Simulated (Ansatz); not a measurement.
A. AlP (zinc blende, F-43m)
B. zinc blende ZnS
C. zinc blende BAs
D. CuI (zinc blende, F-43m)

Unless called populations, κ holds the coherence term between modes besides the Boltzmann populations.

**Question.** Rank these crystals by direction-averaged lattice thermal conductivity at 300 K, highest first (a three-phonon Boltzmann calculation with natural isotopes, Ansatz, a first-principles code, PBEsol functional, plane-wave PAW).

**Answer.** C (2600 W/(m K)), A (84 W/(m K)), B (54 W/(m K)), D (12 W/(m K))

 Spin-orbit coupling is not included.

Supercell, cutoff and meshes were set by a common rule and not converged for this crystal in particular.

The PAW data sets were generated under PBE and serve the other functionals too.
